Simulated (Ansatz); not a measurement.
Cost and result by functional for the surface energy of the (11-20) surface of hexagonal La2O3 in its 1x1 cell (cut with top plane 2 La + 3 O, bottom plane 2 La + 3 O), outermost plane spacing 1.97 Å in the ideal cut (in the relaxation like top atoms buckled by 0.5 Å), in Ansatz (plane waves, PAW). Single points on the PBE structure, on one kind of machine; costs are rough ratios of the slab run's core time (references not counted) to the cheapest single point. r2SCAN's cost holds its higher cutoff (500 against 420 eV). Differences are taken against r2SCAN for comparison alone: no measured value is at hand, so the table doesn't rank accuracy.

Set-up: 35 atoms, La14O21, 11.8 Å thick at the start; mesh 4x4x1; 0.025 eV smearing; dipole correction on; all atoms relaxed; start symmetry kept, larger cells not searched; no spin, no spin-orbit, no U. These notes are the PBE run's.

```json
[
 {"functional": "RPBE", "relative cost": "1", "surface energy (J/m²)": "0.79", "less r2SCAN (J/m²)": "-0.35"},
 {"functional": "PBEsol", "relative cost": "1", "surface energy (J/m²)": "1.07", "less r2SCAN (J/m²)": "-0.06"},
 {"functional": "LDA", "relative cost": "1", "surface energy (J/m²)": "1.22", "less r2SCAN (J/m²)": "0.08"},
 {"functional": "r2SCAN", "relative cost": "2", "surface energy (J/m²)": "1.14", "less r2SCAN (J/m²)": "0.00"},
 {"functional": "PBE (the relaxed run's value)", "relative cost": "–", "surface energy (J/m²)": "0.95", "less r2SCAN (J/m²)": "-0.19"}
]
```

The values span 0.43 J/m², while the single points' costs differ by a factor of roughly 2. Differences are of unrounded values.

Ansatz is a program for electronic structure.
